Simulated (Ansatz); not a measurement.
The reference is HgS in the zinc blende structure (space group F-43m, No. 216; a = 5.8759 Å). Axes: x, y, z lie along the cube axes.

All numbers come from PBEsol in Ansatz (plane waves to 420 eV, PAW, spin-orbit coupling left out).

Base values:

The pressure is 0.0 GPa.

One thing is altered: tensile biaxial strain of 1.05 % in the plane normal to [001], as in epitaxy on a mismatched substrate; the out-of-plane cell vector and the atoms relax.

### Question
How does this affect the pressure?

### Answer
The pressure (mean of the normal stresses, compression positive) goes from zero to -0.3 GPa.

### Question
Estimate the effect on the energy relative to the base.

### Answer
The energy rises by 0.7 meV/atom.

Stability against distortions was not tested. The final runs are not spin-polarised. Gaps under 0.05 eV, about the width of the smearing, are given as zero.

Ansatz is a quantum-chemistry and plane-wave program.
